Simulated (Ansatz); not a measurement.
V_O in wurtzite ZnO (start: the O site; 192-site cell, 2×2×2 shifted sampling), charge +2. Method: PBE, PAW (plane waves to 420 eV; Ansatz, a quantum-chemistry and plane-wave program).

```yaml
total_energy_of_the_defect_cell: -372583.9631 eV
total_energy_of_the_perfect_cell: -373137.2832 eV
"μ(O) in O2 molecule in a box, atoms added −1": -564.9684 eV
"Δμ(O), Zn-rich": -2.846 eV
valence-band maximum on the cell's zero: 6.707 eV
image_correction_with_alignment: 0.446 eV
fermi_level_above_the_maximum: 0.50 eV
```

Problem. Work out the formation energy.

Solution. E_f = E(defect) − E(perfect) − Σ n μ + q (E_VBM + E_F) + E_corr = 553.320 − (567.814) + (14.413) + (0.446) = 0.37 eV.
